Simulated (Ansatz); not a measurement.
Results of r²SCAN (PAW; Ansatz, an electronic-structure program) for C (R-3m, No. 166, 2 atoms in the cell; start mp-169; another form than the element's usual one).

Input file:

Ansatz 0.2 input:
```yaml
crystal:
  lattice:
    - [2.1407073938, -1.2359494878, -0.0118191333]
    - [2.1407073938, 1.2359494878, -0.0118191333]
    - [-1.4072089195, 0.0, 3.5737780888]
  atoms:
    - { symbol: C, position: [0.8333362091, 0.8333362091, 0.0000070722] }
    - { symbol: C, position: [0.1666637909, 0.1666637909, 0.9999929278] }
basis:
  ecutwfc: 560
  ecutrho_ratio: 4
  xc_grid: 3
kpoints:
  mp_grid: { grid: [16, 16, 10] }
hamiltonian:
  xc: r2scan
  dispersion: none
  pseudopotentials: { azcp: { folder: ./paw }, kind: paw }
scf:
  occupations: { method: fermi_dirac, width: 0.01 }
output:
  forces: true
  stress: true
  eigenvalues: true
relax:
  f_tol: 0.004
  escape_saddle: false
  max_steps: 80
  cell: { stress_tol: 0.02, fix: [volume] }
```

Excerpt of the program's output:

```
Relaxation: its limit of steps is 80 (relax.max_steps)
Crystal: 2 atoms, lattice volume = 18.870 Å³
Basis set: ecut = 560 eV, 571 PW (Γ), exchange–correlation on 60×60×90 points (27 copies of the dense FFT grid, shifted against one another)
Bands: 8, of which v1, the nominal top of the filled ones, is band 4 counted from 1 (3 counted from 0)
Symmetry: 4 space group operations
Space group: C2/m (ITA 12), of the structure as read, at distance tolerance 2.7e-5 Å
k-points: 690 of 2560
Initial density: superposition of atomic densities (chi_scale 0.1, normalization cell)
Functional: x = r2scan, c = r2scan; τ floored in thin density (d = 2e-4 eV/Å³)
SCF iter   1: F=—  HF=-504.122893 eV  |F-HF|=—  |Δ(HF+E_count)|=         —  Δρ=1.18e-1  dr2=2.23e0  dr2_τ=5.55e-1
SCF iter   2: F=—  HF=-503.350836 eV  |F-HF|=—  |Δ(HF+E_count)|=   7.72e-1  Δρ=4.67e-2  dr2=2.31e-1  dr2_τ=6.41e-3
  ...
SCF 1 converged in 6 iterations: F = -503.329841 eV  dr2 = 1.39e-9
Crystal: 2 atoms, lattice volume = 18.870 Å³
Basis set: ecut = 560 eV, 565 PW (Γ), exchange–correlation on 60×60×90 points (27 copies of the dense FFT grid, shifted against one another)
Initial density: handed on by an earlier stage of this run
SCF 2 converged in 4 iterations: F = -503.334872 eV  dr2 = 6.60e-9
Crystal: 2 atoms, lattice volume = 18.870 Å³
Basis set: ecut = 560 eV, 553 PW (Γ), exchange–correlation on 60×60×90 points (27 copies of the dense FFT grid, shifted against one another)
SCF 3 converged in 4 iterations: F = -503.335514 eV  dr2 = 1.59e-9
Crystal: 2 atoms, lattice volume = 18.870 Å³
SCF iter   3: F=—  HF=-503.335492 eV  |F-HF|=—  |Δ(HF+E_count)|=   3.72e-8  Δρ=6.75e-7  dr2=1.19e-11  dr2_τ=8.88e-12
SCF iter   4: F=-503.335492 eV  HF=-503.335492 eV  |F-HF|=1.02e-12  |Δ(HF+E_count)|=  6.49e-11  Δρ=1.34e-7  dr2=7.42e-13  dr2_τ=1.11e-13
SCF 4 converged in 4 iterations: F = -503.335492 eV  dr2 = 7.42e-13
SCF converged after 4 iterations
Free energy (F): -503.335492 eV
Internal energy: -503.335492 eV  (E = F + TS)
E sigma→0 (E₀):  -503.335492 eV
Fermi energy:    6.298633 eV
--- Forces (eV/Å), atoms counted from 1 ---
  atom   1  C      0.00000379    -0.00000000     0.00032615
  atom   2  C     -0.00000379     0.00000000    -0.00032615
--- Stress (GPa, compression-positive) ---
       -0.355568      -0.000000      -0.000050
       -0.000000      -0.355525       0.000000
       -0.000050       0.000000      -0.354121
  P = ⅓ Tr σ = -0.3551 GPa (-3.551 kbar)
```

The cell is one volume of an energy–volume scan, off the minimum.

The PAW data were made under PBE.

Note: the cell comes from a level without a dispersion term, which matters for the spacing of layers, chains or molecules. Note: the relaxation could not lower the start's symmetry, so the cell can be a saddle point above a distorted one.

A start named mp-… is a Materials Project structure, which need not be a measured phase.
